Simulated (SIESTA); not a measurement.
A user runs SIESTA on Na₂SnBPO₇ (P2_1/m, 24 atoms in the cell) and asks whether the run is sound. The aim is a self-consistent single point with DFT, LDA PW92, numerical atomic orbitals DZP, PseudoDojo LDA standard norm-conserving potentials (rewritten from UPF to PSML).

This input was run:

```
# files in the folder: Na.psml Sn.psml B.psml P.psml O.psml (PseudoDojo LDA standard)
SystemName  Na4Sn2B2P2O15
SystemLabel na2snbpo7

NumberOfAtoms                25
NumberOfSpecies              5
%block ChemicalSpeciesLabel
  1 11 Na
  2 50 Sn
  3 5 B
  4 15 P
  5 8 O
%endblock ChemicalSpeciesLabel
LatticeConstant              5.415790 Ang
%block LatticeVectors
     1.000000000    0.000000000    0.000000000
     0.000000000    1.249164019    0.000000000
    -0.060054766    0.000000000    1.735901134
%endblock LatticeVectors
AtomicCoordinatesFormat      ScaledCartesian
%block AtomicCoordinatesAndAtomicSpecies
     0.186513083    0.614351356    1.404708556  1
     0.753432151    0.634812663    0.331192577  1
     0.753432151    1.238933365    0.331192577  1
     0.186513083    0.010230653    1.404708556  1
     0.734157677    0.312291005    1.138646990  2
     0.205787557    0.936873014    0.597254144  2
     0.668528013    0.312291005    1.603434518  3
     0.271417221    0.936873014    0.132466616  3
     0.692774589    0.936873014    0.982936658  4
     0.247170645    0.312291005    0.752964476  4
     0.250354817    0.936873014    1.628674521  5
     0.689590417    0.312291005    0.107226613  5
     0.902124904    0.312291005    1.480098742  5
     0.037820330    0.936873014    0.255802391  5
     0.477599752    0.312291005    1.415210758  5
     0.462345483    0.936873014    0.320690375  5
     0.757347495    1.166931551    1.138074142  5
     0.182597739    0.082232467    0.597826991  5
     0.182597739    0.542349542    0.597826991  5
     0.757347495    0.706814477    1.138074142  5
     0.102395188    0.312291005    1.001996852  5
     0.837550046    0.936873014    0.733904281  5
     0.407710055    0.936873014    0.923811865  5
     0.532235179    0.312291005    0.812089268  5
     0.758176407    1.170436705    1.146574850  5
%endblock AtomicCoordinatesAndAtomicSpecies

XC.functional                LDA
XC.authors                   PW92
PAO.BasisSize                DZP
PAO.EnergyShift              0.005 Ry
MeshCutoff                   350 Ry
%block kgrid.MonkhorstPack
    5   0   0  0.0
    0   4   0  0.0
    0   0   3  0.0
%endblock kgrid.MonkhorstPack
OccupationFunction           MP
OccupationMPOrder            0
ElectronicTemperature        116.05 K

MaxSCFIterations             150
SCF.Mixer.Method             Pulay
SCF.Mixer.Weight             0.2
SCF.Mixer.History            6
SCF.DM.Tolerance             1.0E-04
Diag.ParallelOverK           true
WriteForces                  true
Charge.Mulliken              end
```

The program printed (abridged):

```
reinit: Reading from file input.fdf

reinit: System Name: Na4Sn2B2P2O15
reinit: System Label: na2snbpo7

coor:   Atomic-coordinates input format  =     Cartesian coordinates
coor:                                          (in units of alat)

siesta: Atomic coordinates (Bohr) and species
   [... lines left out ...]
outcell: Cell volume (Ang**3)        :    344.4529
siesta: WARNING: Atoms    17    25 too close: rij =    0.050000 Ang
siesta: WARNING: Atoms    42    50 too close: rij =    0.050000 Ang
siesta: WARNING: Atoms    67    75 too close: rij =    0.050000 Ang
siesta: WARNING: Atoms    92   100 too close: rij =    0.050000 Ang
siesta: WARNING: Atoms   117   125 too close: rij =    0.050000 Ang
siesta: WARNING: Atoms   142   150 too close: rij =    0.050000 Ang
   [... 64 lines left out ...]
siesta: WARNING: Atoms  1767  1775 too close: rij =    0.050000 Ang
siesta: WARNING: Atoms  1792  1800 too close: rij =    0.050000 Ang
siesta: WARNING: Atoms  1817  1825 too close: rij =    0.050000 Ang
siesta: WARNING: Atoms  1842  1850 too close: rij =    0.050000 Ang
siesta: WARNING: Atoms  1867  1875 too close: rij =    0.050000 Ang
new_DM -- step:     1
Initializing Density Matrix...

Attempting to read DM from file... Failed...
DM filled with atomic data:

InitMesh: MESH = 64 x 80 x 108 = 552960
InitMesh: Mesh cutoff (required, used) =   350.000   364.734 Ry

stepf: Methfessel-Paxton step function
       Using Hermite-Gauss polynomials of order  0
        iscf     Eharris(eV)        E_KS(eV)     FreeEng(eV)     dDmax    Ef(eV) dHmax(eV)
   scf:    1    -7065.323446    -7313.192588    -7313.192588347.560084 -3.571223 34.042808
   scf:    2    -7386.063609    -7364.478552    -7364.478552 24.128190 -5.026088  9.819912
   scf:    3    -7377.957129    -7372.806324    -7372.806324  5.140063 -5.388522  4.400385
   scf:    4    -7374.597348    -7374.070988    -7374.070988  2.642794 -5.654232  1.082990
   scf:    5    -7374.401084    -7374.307797    -7374.307797  2.682812 -5.736630  0.926514
   [... lines left out ...]
   scf:   16    -7374.407477    -7374.407477    -7374.407490  0.001253 -5.840895  0.000183
   scf:   17    -7374.407477    -7374.407477    -7374.407490  0.001824 -5.840866  0.000123
   scf:   18    -7374.407477    -7374.407477    -7374.407490  0.000179 -5.840857  0.000060
   scf:   19    -7374.407477    -7374.407477    -7374.407490  0.000381 -5.840850  0.000020
   scf:   20    -7374.407477    -7374.407477    -7374.407490  0.000198 -5.840849  0.000006
   scf:   21    -7374.407477    -7374.407477    -7374.407490  0.000023 -5.840849  0.000003
SCF Convergence by DM+H criterion
max |DM_out - DM_in|         :     0.0000227098
max |H_out - H_in|      (eV) :     0.0000027854
SCF cycle converged after 21 iterations

Using DM_out to compute the final energy and forces

siesta: E_KS(eV) =            -7374.4075

siesta: E_KS - E_eggbox =     -7374.4075

siesta: Atomic forces (eV/Ang):
     1    0.141714   -0.287122    0.094227
     2   -0.002661   -0.087468   -0.135012
     3   -0.010123    0.070011   -0.035967
   [... 22 lines left out ...]
   Tot    0.008250   -0.027412    0.023032
   Max************
   Res33698.653908    sqrt( Sum f_i^2 / 3N )
   Max************    constrained

Stress tensor Voigt[x,y,z,yz,xz,xy] (kbar):     -404.13    -7174.33   -40774.90   -16880.65    -4006.31    -1664.16
   [... lines left out ...]
siesta: FreeEng =     -7374.407490
siesta: Cell volume =        344.452944 Ang**3
siesta:       16117.78836958        108.80563193  kBar
   [... lines left out ...]
Atom #   charge [q] valence [e]  Species
     1     0.540183    8.459817  Na
     2     0.569051    8.430949  Na
     3     0.573463    8.426537  Na
     4     0.115422    8.884578  Na
     5     0.347686   13.652314  Sn
     6     1.143000   12.857000  Sn
     7    -0.372139    3.372139  B
     8    -0.351379    3.351379  B
     9    -0.802686    5.802686  P
   [... 16 lines left out ...]
 Total     0.000000
```

Question: Is this run sound? If not, what is wrong?

Answer: The run is not sound. The fault is one atom entered twice. Two nuclei at or near one point give a huge ion-ion repulsion and overlapping cores, and the electron count is too high as well. To fix it, remove the duplicate atom. The run converged in 21 iterations without an error; against the sound input the pressure goes from -3.83 to 1612 GPa, the largest force goes from 0.400 to 206400 eV/Å and the gap on the mesh goes from 1.596 to 0.037 eV. The full log also holds: “siesta: WARNING: Atoms    17    25 too close: rij =    0.050000 Ang” and “siesta: WARNING: Atoms    42    50 too close: rij =    0.050000 Ang”.

The sound input it was made from differs as follows (other fixes are possible):
```diff
-SystemName  Na4Sn2B2P2O15
+SystemName  Na2SnBPO7
-NumberOfAtoms                25
+NumberOfAtoms                24
-     0.758176407    1.170436705    1.146574850  5
```

With that input, the run converged in 12 iterations: free energy E − TS -16078.9428 eV; top of the valence band (on the code's own zero) -6.98 eV; gap on the k-point mesh 1.60 eV; pressure -3.83 GPa; largest force (vector length) 0.400 eV/Å (DFT, LDA PW92, numerical atomic orbitals DZP, PseudoDojo LDA standard norm-conserving potentials (rewritten from UPF to PSML)).

On the sound input: the starting cell comes from a database of computed structures (which also holds hypothetical and non-ambient phases and stackings), without a prior relaxation at this level. Values carry the incompleteness of an atom-centred basis. With a pressure of about -4 GPa the cell is away from its equilibrium volume at this level.
